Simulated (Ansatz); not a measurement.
An Ansatz (a program for electronic structure) run: AlHO2 with a change (biaxial strain −2.07 %, plane normal [001], relaxed out of plane); Kohn–Sham DFT with the PBEsol functional, run in Ansatz with PAW and 420 eV plane waves, spin-orbit coupling left out.

Input:

Ansatz 0.2 input:
```yaml
crystal:
  lattice:
    - [4.0737942077, 0, 0]
    - [0, 4.5971629241, 0]
    - [0, 0, 2.8693982568]
  atoms:
    - { symbol: Al, position: [0.5, 0.5, 0.5] }
    - { symbol: Al, position: [0, 0, 0] }
    - { symbol: H, position: [0.5, 0, 0.5] }
    - { symbol: H, position: [0, 0.5, 0] }
    - { symbol: O, position: [0.7394427023, 0.1463542669, 0.5] }
    - { symbol: O, position: [0.2605572977, 0.8536457331, 0.5] }
    - { symbol: O, position: [0.2394427023, 0.3536457331, 0] }
    - { symbol: O, position: [0.7605572977, 0.6463542669, 0] }
basis: { ecutwfc: 420, ecutrho_ratio: 4, xc_grid: 2, fft_grid_basis: typed }
kpoints: { mp_grid: { grid: [8, 7, 12] } }
hamiltonian:
  xc: pbesol
  dispersion: none
  pseudopotentials: { kind: paw }
scf: { occupations: { method: fermi_dirac, width: 0.05 } }
relax: { f_tol: 0.005, max_steps: 50, cell: { stress_tol: 0.01, fix: [a, b, gamma] } }
output: { forces: true, stress: true }
checkpoint: { write: state.ck, write_every: 1000 }
```

Output (explanatory and most iteration lines left out):

```
Relaxation: its limit of steps is 50 (relax.max_steps)
Pseudopotential: Al, paw, valence charge 3
Pseudopotential: H, paw, valence charge 1
Pseudopotential: O, paw, valence charge 6
Crystal: 8 atoms, lattice volume = 53.738 Å³
Basis set: ecut = 420 eV, 1051 PW (Γ), exchange–correlation on 60×64×40 points (8 copies of the dense FFT grid, shifted against one another)
Bands: 24, of which v1, the nominal top of the filled ones, is band 16 counted from 1 (15 counted from 0)
Symmetry: 8 space group operations
Space group: Pnnm (ITA 58), of the structure as read, at distance tolerance 3.8e-5 Å
k-points: 140 of 672
Functional: x = pbesol(κ = 0.804, μ = 0.12345679012345678), c = pbesol(β = 0.046)
SCF iter   1: F=—  HF=-3332.327515 eV  |F-HF|=—  |Δ(HF+E_count)|=         —  Δρ=1.54e-2  dr2=9.51e-2  ethr=1.77e-3  ⟨swp⟩=5.6  Hψ=16735  notcnv=0  defer=14
SCF iter   2: F=—  HF=-3332.298848 eV  |F-HF|=—  |Δ(HF+E_count)|=   2.87e-2  Δρ=2.95e-3  dr2=3.29e-3  ethr=2.97e-4  ⟨swp⟩=2.9  Hψ=7065  notcnv=0  defer=496
SCF 1 converged in 6 iterations: F = -3332.298197 eV  dr2 = 1.28e-10
relax step   1: F+E_penalty+E_count = -3332.29819664 eV  Δ(F+E_penalty+E_count) = +0.000e0 eV  max|allowed force component| = 2.948e-1 eV/Å  Δτ_max = 0.0000 Å  P = +8.787 GPa  Ω = 53.738 Å³  fix = [a, b, gamma]  reactions: a +14.498, b +12.075 GPa  (6 SCF iters, dr2 threshold 1.00e-7 eV, accepted)
[... steps on the carried basis left out ...]
relax step   8: F+E_penalty+E_count = -3332.31053244 eV  Δ(F+E_penalty+E_count) = +5.142e-5 eV  max|allowed force component| = 1.641e-5 eV/Å  Δτ_max = 0.0000 Å  P = +7.678 GPa  Ω = 53.794 Å³  energy of the carried Pulay correction = -5.302e-5 eV  fix = [a, b, gamma]  reactions: a +11.984, b +11.051 GPa  (7 SCF iters, dr2 threshold 1.06e-8 eV, accepted)
Crystal: 8 atoms, lattice volume = 53.794 Å³
SCF iter   1: F=—  HF=-3332.310673 eV  |F-HF|=—  |Δ(HF+E_count)|=         —  Δρ=2.37e-6  dr2=1.25e-9  ethr=1.32e-8  ⟨swp⟩=3.4  Hψ=26438  notcnv=0
SCF iter   2: F=—  HF=-3332.310572 eV  |F-HF|=—  |Δ(HF+E_count)|=   1.01e-4  Δρ=1.67e-6  dr2=5.82e-10  ethr=3.91e-12  ⟨swp⟩=3.1  Hψ=6984  notcnv=0
SCF 9 converged in 8 iterations: F = -3332.310572 eV  dr2 = 1.00e-14
SCF converged after 8 iterations
Free energy (F): -3332.310572 eV
Internal energy: -3332.310572 eV  (E = F + TS)
E sigma→0 (E₀):  -3332.310572 eV
Fermi energy:    10.609544 eV
--- Forces (eV/Å), atoms counted from 1 ---
  atom   1  Al    -0.00000000    -0.00000000     0.00000000
  atom   2  Al     0.00000000     0.00000000    -0.00000000
  atom   3  H      0.00000000     0.00000000     0.00000000
  atom   4  H     -0.00000000     0.00000000     0.00000000
  atom   5  O      0.00001828     0.00000899     0.00000000
  atom   6  O     -0.00001828    -0.00000899    -0.00000000
  atom   7  O      0.00001828    -0.00000899     0.00000000
  atom   8  O     -0.00001828     0.00000899     0.00000000
--- Stress (GPa, compression-positive) ---
       11.983961       0.000000      -0.000000
        0.000000      11.050805       0.000000
       -0.000000       0.000000       0.003083
  P = ⅓ Tr σ = 7.6793 GPa (76.793 kbar)
--- Relaxed structure (7 steps of the walk, 7 accepted, 2 SCFs on fresh bases) ---
  cell:  # Å, volume = 53.7940 Å³
    - [4.0737942077, -9.307255098344051e-112, -1.1415396319111701e-35]
    - [-1.0502977293839499e-111, 4.5971629241, -4.223212640672754e-33]
    - [-8.040494101746339e-36, -2.6359907598042143e-33, 2.8724005196783717]
  atoms:
    - { symbol: Al, position: [0.5, 0.5, 0.5] }
    - { symbol: Al, position: [1.0396118508556673e-22, -2.3215655637207186e-20, -1.8030096253805028e-37] }
    - { symbol: H, position: [0.5, -2.3215655637207285e-20, 0.5] }
    - { symbol: H, position: [1.0396118508555951e-22, 0.5, -1.359882443908878e-36] }
    - { symbol: O, position: [0.7413603255027786, 0.14945321081919205, 0.5] }
    - { symbol: O, position: [0.25863967449722153, 0.8505467891808081, 0.5] }
    - { symbol: O, position: [0.2413603255027786, 0.35054678918080806, 8.870499950105325e-35] }
    - { symbol: O, position: [0.7586396744972215, 0.649453210819192, -9.535806821279478e-35] }
```

Stability against distortions was not tested. The cell was made from AlHO$_{2}$ (space group Pnnm, No. 58; a cell from a computed database, its experimental status unchecked) by this change: biaxial strain −2.07 %, plane normal [001], relaxed out of plane.
